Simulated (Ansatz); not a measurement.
Response to strain in CsCaH3

Take CsCaH3 in the cubic perovskite structure (space group Pm-3m, No. 221; a = 4.541 Å; a cell from a computed database, its experimental status unchecked) as the base. Axes: x, y, z lie along the cube axes.

Strains are applied to the cell and any free atomic positions relax; under biaxial strain the out-of-plane vector relaxes too; under stress the whole cell relaxes.

Levels (all Ansatz, a quantum-chemistry and plane-wave program, PAW): PBEsol (420 eV, no spin-orbit coupling); r2SCAN (500 eV, no spin-orbit coupling); HSE06 (420 eV, no SOC).

Band gaps by level, all at the geometries relaxed with PBEsol:

```csv
case,PBEsol,r2SCAN,HSE06
base,2.88 eV,3.60 eV,4.26 eV
"biaxial strain −1.07 %, plane normal [111], relaxed out of plane",2.83 eV,3.55 eV,4.21 eV
uniaxial strain ε_yy = −3.79 %,2.78 eV,3.50 eV,4.16 eV
tensor shear ε_xz = −0.75 %,2.85 eV,3.56 eV,4.22 eV
"uniaxial stress, 3 GPa compression along z",2.77 eV,3.48 eV,4.14 eV
```

Single points use the geometry relaxed with PBEsol. HSE06 gaps are upper bounds (no full band path). Stability under load was not tested beyond the relaxation. Many cubic perovskites are stable only at high temperature; tilts and polar distortions were not tested.
